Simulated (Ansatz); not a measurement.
System: ScAl3N4 (model structure, P-6m2, No. 187, 8 atoms in the cell). Method: PBE (PAW; Ansatz, an electronic-structure program).

Settings: plane-wave cutoff 520 eV, 12×12×4 k mesh (along the axes of the cell as run), Fermi–Dirac smearing 0.01 eV, scalar-relativistic PAW data made under PBE.

Cell (relaxed at this level):

Al$_{3}$ScN$_{4}$ is modelled in the hexagonal space group P-6m2 (No. 187), Pearson symbol hP8. Conventional cell: a = 3.4563 Å, b = 3.4563 Å, c = 8.4494 Å, α = 90.00°, β = 90.00°, γ = 120.00°. Al1 on 2g is coordinated by 4 N at 1.996–2.023 Å and 1 N at 2.202 Å (trigonal bipyramidal). Al2 on 1c is surrounded by 5 N at 1.995–2.003 Å (trigonal bipyramidal). N1 on 1a sees 5 Al at 1.995–2.023 Å (trigonal bipyramidal). N2 on 2h has 4 Al at 1.996–2.003 Å and 1 Sc at 2.222 Å (trigonal bipyramidal). Sc on 1d has 3 N at 1.995 Å and 2 N at 2.222 Å (trigonal bipyramidal). N3 on 1b has 3 Sc at 1.995 Å and 2 Al at 2.202 Å (trigonal bipyramidal). (Neighbours: up to the widest gap in distance over summed covalent radii, below 1.35, at either atom; cation-cation and far metal-metal contacts left out.)

Q: Estimate the band gap and bulk modulus that the calculation returns.

A: 
* **band gap**: 2.68 eV (on the SCF k mesh)
* **bulk modulus**: 186 GPa

Note: the bulk modulus is −V dP/dV from two relaxed cells at ±2 % in volume; the relaxation could raise the start's symmetry but not lower it, so the cell can be a saddle point.

The result took about 4 core-minutes (a rough figure).

A model structure was made by putting elements into a prototype or built by hand; it is no filed structure, need not be a known phase, and can be a saddle point held by its symmetry.
